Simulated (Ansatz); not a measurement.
NbSi₂ (model structure, started from the CrSi2 type, P6₂22, No. 180, 9 atoms in the cell) was calculated with PBEsol (Ansatz, an electronic-structure program, plane waves, PAW).

Settings: plane-wave cutoff 520 eV, 12×12×8 k mesh (along the axes of the cell as run), Fermi–Dirac smearing 0.05 eV, no spin polarisation, scalar-relativistic PAW data made under PBE.

Cell (relaxed at this level):

```cif
data_Nb3Si6
_chemical_formula_sum 'Nb3 Si6'
_space_group_name_H-M_alt 'P6222'
_space_group_IT_number 180
_space_group_name_Hall 'P 62 2 (0 0 4)'
_cell_length_a 4.77015
_cell_length_b 4.77015
_cell_length_c 6.56963
_cell_angle_alpha 90.000
_cell_angle_beta 90.000
_cell_angle_gamma 120.000
loop_
_atom_site_label
_atom_site_type_symbol
_atom_site_symmetry_multiplicity
_atom_site_Wyckoff_symbol
_atom_site_fract_x
_atom_site_fract_y
_atom_site_fract_z
_atom_site_occupancy
Nb1 Nb 3 c 0.50000 0.00000 0.00000 1
Si1 Si 6 i 0.15958 0.31916 0.00000 1
```

Question: What does this level give for the bulk modulus B0?

Answer: 
bulk modulus B0: 187 GPa

The run finds no gap.

Note: the bulk modulus is −V dP/dV from two relaxed cells at ±2 % in volume.

Cost on a shared machine: roughly 5 core-minutes.

A model structure was made by putting elements into a prototype or built by hand; here it ended with the formula and space group of a phase in our tables.
